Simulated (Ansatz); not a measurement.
Ansatz (a quantum-chemistry and plane-wave program) run on LaBPd₃ (Pm-3m, 5 atoms in the cell): relaxation of cell and atoms.

Level of theory: PBEsol, default PAW files made with PBE (plane waves; Ansatz).

The change in words: atoms on their sites; basis.ecutwfc: 420 eV → 210 eV; relax: default → cell and atoms. Reference geometry:
```
LaBPd3
1.0
    4.39533     0.00000     0.00000
    0.00000     4.39533     0.00000
    0.00000     0.00000     4.39533
La B Pd
1 1 3
Direct
  0.00000   0.00000   0.01138
  0.50000   0.50000   0.50000
  0.00000   0.50000   0.50000
  0.50000   0.00000   0.50000
  0.50000   0.50000   0.00000
```

Reference input (self-consistent single point, DFT, PBEsol, plane waves, default PAW files made with PBE): basis.ecutwfc = 420 eV; kpoints.mp_grid.grid = 7 7 7; hamiltonian.xc = pbesol; hamiltonian.pseudopotentials = {kind: paw} (the program's default PAW files); scf.occupations.method = fermi_dirac; scf.occupations.width = 0.1 eV. This run's input differs from it in these lines:

Ansatz 0.2 input:
```diff
@@ -7,3 +7,3 @@
   atoms:
-    - { symbol: La, position: [0.000000, 0.000000, 0.011376] }
+    - { symbol: La, position: [0.000000, 0.000000, 0.000000] }
     - { symbol: B, position: [0.500000, 0.500000, 0.500000] }
@@ -13,3 +13,3 @@
 basis:
-  ecutwfc: 420.0
+  ecutwfc: 210.0
 kpoints:
@@ -21,2 +21,4 @@
   occupations: { method: fermi_dirac, width: 0.1 }
+relax:
+  cell: {}
 output:
```

The program printed (abridged):

```
   [... SCF lines of the steps left out ...]
relax step   1: F+E_penalty+E_count = -27010.89785505 eV  Δ(F+E_penalty+E_count) = +0.000e0 eV  max|allowed force component| = 6.566e-29 eV/Å  Δτ_max = 0.0000 Å  P = +0.236 GPa  Ω = 84.913 Å³  (7 SCF iters, dr2 threshold 1.00e-7 eV, accepted)
relax step   2: F+E_penalty+E_count = -27010.54084840 eV  Δ(F+E_penalty+E_count) = +3.570e-1 eV  max|allowed force component| = 1.207e-29 eV/Å  Δτ_max = 0.0000 Å  P = -2.683 GPa  Ω = 85.149 Å³  energy of the carried Pulay correction = -3.552e-1 eV  [...]
   [... lines left out ...]
relax step 119: F+E_penalty+E_count = -27011.18627979 eV  Δ(F+E_penalty+E_count) = -1.923e-2 eV  max|allowed force component| = 2.167e-29 eV/Å  Δτ_max = 0.0000 Å  P = -0.000 GPa  Ω = 84.936 Å³  energy of the carried Pulay correction = +1.923e-2 eV  [...]
relax step 120: F+E_penalty+E_count = -27010.86330152 eV  Δ(F+E_penalty+E_count) = +3.230e-1 eV  max|allowed force component| = 9.940e-30 eV/Å  Δτ_max = 0.0000 Å  P = +0.261 GPa  Ω = 84.936 Å³  stress off target by 2.61e-1 GPa  SCF on the basis [...]
basis re-selected at this cell: Δ(F+E_penalty+E_count) = +3.230e-1 eV, ΔP = +0.261 GPa vs the last step
   [... lines left out ...]
Free energy (F): -27010.863302 eV
Fermi energy:    16.354562 eV
Error: variable-cell relaxation did not converge after 120 `relax_step` rows, as none of its last 59 fresh-basis SCF(s) at a relaxed cell met both thresholds with a finite energy. The last misses `relax.cell.stress_tol`: largest allowed force component 9.94e-30 eV/Å (`relax.f_tol` 1.00e-2 eV/Å), stress off the target on the free part of the cell 2.61e-1 GPa (`relax.cell.stress_tol` 5.00e-2 GPa), F+E_penalty+E_count -27010.86330152 eV. The closest is row 20, whose structure comes with this error. Larger ratio of force or stress to its threshold at each such SCF whose figures are numbers: 5.126, 3.102, 5.302, 2.939, 3.153, 5.234, 3.000, 5.433, 2.820, 3.026, 5.398, 2.852, 3.060, [...]
   [... lines left out ...]
to start a new deck from the relaxed geometry:
  cell:  # Å, volume = 84.9684 Å³
    - [4.396284502645882, 1.938719322924182e-32, 0.0]
    - [1.938719322924182e-32, 4.396284502645882, -5.015442563508426e-37]
    - [0.0, -5.015442563508426e-37, 4.396284502645882]
  atoms:
    - { symbol: La, position: [-1.45293333041667e-48, 9.298773314666675e-48, -1.3616060925047633e-47] }
    - { symbol: B, position: [0.5, 0.5, 0.5] }
    - { symbol: Pd, position: [-4.447480477593414e-47, 0.5, 0.5] }
    - { symbol: Pd, position: [0.5, -2.3551754271080488e-46, 0.5] }
    - { symbol: Pd, position: [0.5, 0.5, -4.558059853181189e-47] }
```

The relaxation ended unconverged.  The full log also holds: “iter 5 did not close the SCF: its close was put off for the readings that it lacked (scf_convergence_deferred on its scf_iter line)”. The full log also holds: “iter 3 did not close the SCF: its close was put off for the readings that it lacked (scf_convergence_deferred on its scf_iter line)”.

The starting cell comes from a database of computed structures (which also holds hypothetical and non-ambient phases and stackings), without a prior relaxation at this level. Its lattice was rescaled by up to half a per cent. The cutoff lies below the one recommended for these files.

Cost on one core of a shared machine: roughly 3 min.
